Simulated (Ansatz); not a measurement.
Start from InSb in the zinc blende structure (space group F-43m, No. 216).

```
CELL_PARAMETERS angstrom
      0.00000     3.27796     3.27796
      3.27796     0.00000     3.27796
      3.27796     3.27796     0.00000
ATOMIC_POSITIONS crystal
  Sb 0.75000 0.75000 0.75000
  In 0.00000 0.00000 0.00000
```

Cartesian axes are those of the cell as printed.

The values are results of plane-wave PAW DFT at the r2SCAN level (Ansatz, a program for electronic structure, 500 eV), spin-orbit coupling left out, not measurements.

One thing is altered: the cell is scaled by 1.0245 in all directions, atoms relaxed at fixed cell.

**Question.** Predict the stress tensor and what it implies for the stiffness.

**Answer.** Stress of the strained cell less that of the base (GPa, compression positive):
```
   -2.7     0.0     0.0
    0.0    -2.7     0.0
    0.0     0.0    -2.7
```

Then B = −ΔP/(ΔV/V₀) with ΔV/V₀ = 0.0753 gives secant stiffness values (nonlinear terms included at this strain): B ≈ 35 GPa.

As a check, the harmonic strain energy −½ V₀ Δσ:ε is 21 meV/atom; the computed energy rise is 24 meV/atom.

Whether these cells are dynamically stable was not tested. The final runs are not spin-polarised.
